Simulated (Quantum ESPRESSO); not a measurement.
Input and output of a self-consistent single point for CaMg2 (P-6m2, 6 atoms in the cell) (Quantum ESPRESSO).

Method of the run: PBEsol, SSSP 1.1.2 efficiency (PBE) pseudopotentials (plane waves; Quantum ESPRESSO).

The change in words: lattice scaled by 0.98. Reference geometry:
```
CaMg2
1.0
    3.47284     0.00000     0.00000
   -1.73642     3.00757     0.00000
    0.00000     0.00000    16.63600
Ca Mg
2 4
Direct
  0.00000   0.00000   0.32739
  0.00000   0.00000   0.67261
  0.00000   0.00000   0.00000
  0.66667   0.33333   0.15500
  0.66667   0.33333   0.84500
  0.66667   0.33333   0.50000
```

Reference input (self-consistent single point, DFT, PBEsol, plane waves, SSSP 1.1.2 efficiency (PBE) pseudopotentials): ecutwfc = 40 Ry; ecutrho = 320 Ry; occupations = smearing; smearing = fermi-dirac; degauss = 0.0073499 Ry; input_dft = pbesol; potentials = {Ca: Ca_pbe_v1.uspp.F.UPF, Mg: Mg.pbe-n-kjpaw_psl.0.3.0.UPF}; K_POINTS = automatic 8 8 2 0 0 0; conv_thr = 1e-08 Ry. This run's input differs from it in these lines:

```diff
@@ -10,4 +10,4 @@
    ibrav = 4,
-   celldm(1) = 6.562716842,
-   celldm(3) = 4.79031601477,
+   celldm(1) = 6.431462709,
+   celldm(3) = 4.79031587473,
    nat = 6,
@@ -28,8 +28,8 @@
 ATOMIC_POSITIONS angstrom
-Ca    0.000000000    0.000000000    5.446460695
-Ca    0.000000000    0.000000000   11.189541305
+Ca    0.000000000    0.000000000    5.337531494
+Ca    0.000000000    0.000000000   10.965750506
 Mg    0.000000000    0.000000000    0.000000000
-Mg    1.736420097    1.002522611    2.578580310
-Mg    1.736420097    1.002522611   14.057421690
-Mg    1.736420097    1.002522611    8.318001000
+Mg    1.701691749    0.982472190    2.527008710
+Mg    1.701691749    0.982472190   13.776273290
+Mg    1.701691749    0.982472190    8.151641000
 K_POINTS automatic
```

Output, abridged:

```
     Self-consistent Calculation

     iteration #  1     ecut=    40.00 Ry     beta= 0.70

     total energy              =    -279.76244174 Ry
     estimated scf accuracy    <       0.95358700 Ry

     iteration #  2     ecut=    40.00 Ry     beta= 0.70
     c_bands:  1 eigenvalues not converged

     total energy              =    -278.07984638 Ry
     estimated scf accuracy    <      61.87003835 Ry

     iteration #  3     ecut=    40.00 Ry     beta= 0.70

     total energy              =    -280.44196311 Ry
     estimated scf accuracy    <       0.83233218 Ry

   [... 9 blocks of this kind left out ...]

     iteration # 13     ecut=    40.00 Ry     beta= 0.70

     total energy              =    -280.53910090 Ry
     estimated scf accuracy    <       0.00000019 Ry

     iteration # 14     ecut=    40.00 Ry     beta= 0.70
     End of self-consistent calculation

     the Fermi energy is     4.5772 ev

!    total energy              =    -280.53910110 Ry
     estimated scf accuracy    <          4.7E-09 Ry
     smearing contrib. (-TS)   =      -0.00979396 Ry
     internal energy E=F+TS    =    -280.52930714 Ry

     convergence has been achieved in  14 iterations

     Forces acting on atoms (cartesian axes, Ry/au):

     atom    1 type  1   force =    -0.00000000   -0.00000000   -0.00019814
     atom    2 type  1   force =     0.00000000    0.00000000    0.00019814
     atom    3 type  2   force =     0.00000000    0.00000000    0.00000000
     atom    4 type  2   force =     0.00000000    0.00000000   -0.00135229
     atom    5 type  2   force =     0.00000000    0.00000000    0.00135229
     atom    6 type  2   force =     0.00000000    0.00000000    0.00000000

     Total force =     0.001933     Total SCF correction =     0.000169

          total   stress  (Ry/bohr**3)                   (kbar)     P=       10.79
   0.00010415   0.00000000   0.00000000           15.32        0.00        0.00
   0.00000000   0.00010415   0.00000000            0.00       15.32        0.00
   0.00000000   0.00000000   0.00001175            0.00        0.00        1.73

   JOB DONE.
```

The run converged in 14 iterations. Against the reference run the free energy rises by 2.7 meV/atom, the pressure goes from -0.52 to 1.08 GPa and the largest force goes from 0.029 to 0.035 eV/Å.

The starting cell comes from a database of computed structures (which also holds hypothetical and non-ambient phases and stackings), without a prior relaxation at this level. Its lattice was rescaled by a random factor within 2.5 % of one. For this run, on top of that: lattice scaled by 0.98.

Cost on one core of a shared machine: roughly 40 s.
